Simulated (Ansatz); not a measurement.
System: MgO (model structure, started from the CsCl type, Pm-3m, No. 221, 2 atoms in the cell; like a known high-pressure phase). Method: LDA (PAW; Ansatz, an electronic-structure program).

Settings: plane-wave cutoff 520 eV, 14×14×14 k mesh, perturbation theory, scalar-relativistic PAW data made under PBE.

Computed at the level's own relaxed cell.

```xyz
2
Lattice="2.5982 0.0000 0.0000 0.0000 2.5982 0.0000 0.0000 0.0000 2.5982" Properties=species:S:1:pos:R:3 pbc="T T T"
Mg     0.0000     0.0000     0.0000
O      1.2991     1.2991     1.2991
```

Harmonic phonon frequencies (cm⁻¹; i marks an imaginary mode; at Γ without the LO shift):

| q point | frequencies |
|---|---|
| Γ | 0 0 0 146 146 146 |
| X | 222i 222i 98i 98i 573 574 |
| M | 340i 149i 375 375 518 518 |
| R | (withheld) |

**Question.** Fill in the missing entries.

**Answer.** 
- R, frequencies: 367 367 367 437 437 437

With the long-range field the LO mode at Γ lies at 617 cm⁻¹.

Imaginary modes appear, so the structure is dynamically unstable at this level.

Note: the run finds an imaginary mode (340i cm⁻¹), so the cell is a saddle point at this level.

A model structure was made by putting elements into a prototype or built by hand; it is no filed structure, need not be a known phase, and can be a saddle point held by its symmetry.
